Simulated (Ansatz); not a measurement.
Input for Mo(P,N) alloy cell Mo4N3P (WC type start):

Ansatz 0.2 input:
```yaml
crystal:
  lattice:
    - [-2.941553088, 5.095401758, 0.000037259]
    - [-3.163948835, -5.223815507, 0.174305106]
    - [2.883289741, -0.033587431, 5.756429729]
  atoms:
    - { symbol: Mo, position: [-0.001226693, 0.485047737, 0.024171811] }
    - { symbol: Mo, position: [0.276169409, 0.80437615, 0.496330767] }
    - { symbol: Mo, position: [0.498773307, 0.485047737, 0.024171811] }
    - { symbol: Mo, position: [0.776169409, 0.80437615, 0.496330767] }
    - { symbol: Mo, position: [0.004302189, 0.007335245, 0.002986921] }
    - { symbol: Mo, position: [0.233114164, 0.223037438, 0.486025324] }
    - { symbol: Mo, position: [0.504302189, 0.007335245, 0.002986921] }
    - { symbol: Mo, position: [0.733114164, 0.223037438, 0.486025324] }
    - { symbol: N, position: [0.927607696, 0.242337417, 0.22579763] }
    - { symbol: P, position: [0.211874328, 0.550854362, 0.74526351] }
    - { symbol: N, position: [0.427607696, 0.242337417, 0.22579763] }
    - { symbol: P, position: [0.711874328, 0.550854362, 0.74526351] }
    - { symbol: N, position: [0.956316279, 0.787141844, 0.251723173] }
    - { symbol: N, position: [0.225175834, 0.066536619, 0.767700862] }
    - { symbol: N, position: [0.456316279, 0.787141844, 0.251723173] }
    - { symbol: N, position: [0.725175834, 0.066536619, 0.767700862] }
basis:
  ecutwfc: 420
  ecutrho_ratio: 4
  xc_grid: 2
kpoints:
  mp_grid: { grid: [7, 7, 6] }
hamiltonian:
  xc: pbe
  dispersion: none
  pseudopotentials: { kind: paw }
scf:
  n_extra_bands: 26
  occupations: { method: fermi_dirac, width: 0.05 }
output:
  forces: true
  stress: true
relax:
  f_tol: 0.03
  max_steps: 90
  cell: { stress_tol: 0.15 }
```

Level of theory: PBE (plane waves to 420 eV, PAW; Ansatz, a quantum-chemistry and plane-wave program). Scalar-relativistic, without spin–orbit coupling; the runs are not spin-polarised. Its k-point mesh 7×7×6, Fermi–Dirac width 0.05 eV.

Q: What does the end of the output print (band table and long remarks left out, numbers rounded to eight decimals)?

A: 
```
SCF converged after 7 iterations
Free energy (F): -43467.797465 eV
Harris-Foulkes:  -43467.797465 eV  (|F-HF|=7.28e-12)
Internal energy: -43467.729679 eV  (E = F + TS)
E sigma→0 (E₀):  -43467.763572 eV
Entropy (-TS):   -0.067786 eV (-4.237 meV/atom)
Fermi energy:    19.192552 eV
--- Per-component energies (eV) ---
  E_band       = -362.127560
  E_kinetic    = 4466.766063
  E_local      = -8035.444718  (includes V_loc(G=0)·N_el)
  E_nonlocal   = 1481.068627
  E_hartree    = 2711.687798
  E_xc         = -1957.622688
  E_vxc        = -2420.961907  (∫ρ·V_xc dr)
  E_paw        = -27509.580269  (= ΣΔE_a)
  E_vpaw       = -1276.932065  (= ΣTr[D̂ρ^β])
  E_aug_tail   = 0.000848  (compensation charges beyond the density's cutoff)
  E_ewald      = -14624.605341
  E_smearing   = -0.067786  (= −TS)
  E_closure    = 0.000000  (closes the sum)
  Σ components = -43467.797465   (vs F -43467.797465, Δ=0.00e0)
--- Forces (eV/Å), atoms counted from 1 ---
  atom   1  Mo    -0.00992317    -0.00751389     0.00405106
  atom   2  Mo     0.01727273     0.00757773    -0.00222731
  atom   3  Mo    -0.00992317    -0.00751389     0.00405106
  atom   4  Mo     0.01727273     0.00757773    -0.00222731
  atom   5  Mo     0.00893441     0.00546285     0.00138216
  atom   6  Mo    -0.01301054    -0.00621036    -0.01698382
  atom   7  Mo     0.00893441     0.00546285     0.00138216
  atom   8  Mo    -0.01301054    -0.00621036    -0.01698382
  atom   9  N      0.01481230     0.00951236    -0.00121861
  atom  10  P      0.00464941     0.00415999     0.01593541
  atom  11  N      0.01481230     0.00951236    -0.00121861
  atom  12  P      0.00464941     0.00415999     0.01593541
  atom  13  N     -0.01220302    -0.00746642    -0.00478160
  atom  14  N     -0.01053209    -0.00552223     0.00384271
  atom  15  N     -0.01220302    -0.00746642    -0.00478160
  atom  16  N     -0.01053209    -0.00552223     0.00384271
  max |Σ_I F_I| component: 7.17e-8 eV/Å
--- Stress (GPa, compression-positive) ---
       -0.011868       0.016741       0.043782
        0.016741      -0.031670       0.027600
        0.043782       0.027600      -0.110946
  P = ⅓ Tr σ = -0.0515 GPa (-0.515 kbar)
--- Relaxed structure (5 steps of the walk, 5 accepted, 1 SCFs on fresh bases) ---
  F+E_penalty+E_count = -43467.79746506 eV   max|allowed force component| = 1.727e-2 eV/Å   (the final SCF, on the basis selected at the relaxed cell)
  cell:  # Å, volume = 183.7142 Å³
    - [-2.94018760, 5.09610346, -0.00049576]
    - [-3.15418638, -5.21976518, 0.17342483]
    - [2.87972485, -0.03547962, 5.76664830]
  atoms:
    - { symbol: Mo, position: [-2.17995215e-5, 0.48624594, 0.02646564] }
    - { symbol: Mo, position: [0.27598821, 0.80353233, 0.49801192] }
    - { symbol: Mo, position: [0.49997820, 0.48624594, 0.02646564] }
    - { symbol: Mo, position: [0.77598821, 0.80353233, 0.49801192] }
    - { symbol: Mo, position: [0.00443726, 0.00769338, 0.00264175] }
    - { symbol: Mo, position: [0.23363587, 0.22479297, 0.48445418] }
    - { symbol: Mo, position: [0.50443726, 0.00769338, 0.00264175] }
    - { symbol: Mo, position: [0.73363587, 0.22479297, 0.48445418] }
    - { symbol: N, position: [0.92903528, 0.24427489, 0.22723776] }
    - { symbol: P, position: [0.21168426, 0.54986590, 0.74607745] }
    - { symbol: N, position: [0.42903528, 0.24427489, 0.22723776] }
    - { symbol: P, position: [0.71168426, 0.54986590, 0.74607745] }
    - { symbol: N, position: [0.95680126, 0.78835638, 0.25197135] }
    - { symbol: N, position: [0.22177287, 0.06190503, 0.76313995] }
    - { symbol: N, position: [0.45680126, 0.78835638, 0.25197135] }
    - { symbol: N, position: [0.72177287, 0.06190503, 0.76313995] }
```

Cost: around 19 core-minutes (rough).
